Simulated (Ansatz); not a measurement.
The starting structures come from a database of crystals and need not be the phases stable at ambient conditions.

 Where the default PAW files enter, the runs use the earlier of Ansatz's two default sets.

Tunnelling through a barrier is set by its complex band structure: the current falls as exp(−2κd) with the smallest κ.

Data:

```xyz
14
Lattice="5.6829 0.0000 0.0000 -2.2827 5.2043 0.0000 0.0000 0.0000 6.8748" Properties=species:S:1:pos:R:3 pbc="T T T"
Na     1.7001     2.6022     3.4374
Na     1.7001     2.6022     0.0000
V     -1.1688     4.4765     1.7187
V      4.5690     0.7278     5.1561
Cd     4.2854     0.9131     1.7187
Cd    -0.8852     4.2912     5.1561
O      0.5284     1.3181     5.1561
O      2.8718     3.8862     1.7187
O      0.9949     1.0134     1.7187
O      2.4053     4.1909     5.1561
O      3.7018     1.2944     6.5705
O     -0.3016     3.9099     0.3043
O     -0.3016     3.9099     3.1331
O      3.7018     1.2944     3.7417
```

Space group of this cell: Cmcm. The cell is taken as given; by r2SCAN its mean pressure is -7.0 GPa.

Transport runs along the normal of the first two printed cell vectors.

No gap correction and no spin-orbit coupling; mid-gap values are interpolated between computed energies.

**Question.** Compute, with r2SCAN (Ansatz, a program for electronic structure), the band gap and the smallest decay constant κ at mid-gap.

**Answer.** Gap 3.00 eV on a 6×6×6 mesh; κ = 0.541 1/Å, at (0.167, 0.167) of the in-plane reciprocal vectors. At the zone centre, at the nearest computed energy, the slowest state has κ = 0.55 1/Å.
